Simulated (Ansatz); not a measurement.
**Lattice constant a of CdTe (model structure, started from the WC type, P-6m2, No. 187, 2 atoms in the cell) at several levels of theory**

No measured value is used here.

```tsv
level (code)	value (Å)
PBE (Ansatz)	(withheld)
PBEsol (Ansatz)	4.121
PBE-D3(BJ) (Ansatz)	4.120
r²SCAN (Ansatz)	4.195
```

Task: What belongs in the gaps?

Result: 
- PBE (Ansatz, an electronic-structure program), value (Å): 4.242

Ansatz's density-functional and Hartree–Fock values are scalar-relativistic unless marked +SOC, with PAW data made under PBE.

A model structure was made by putting elements into a prototype or built by hand; it is no filed structure, need not be a known phase, and can be a saddle point held by its symmetry.
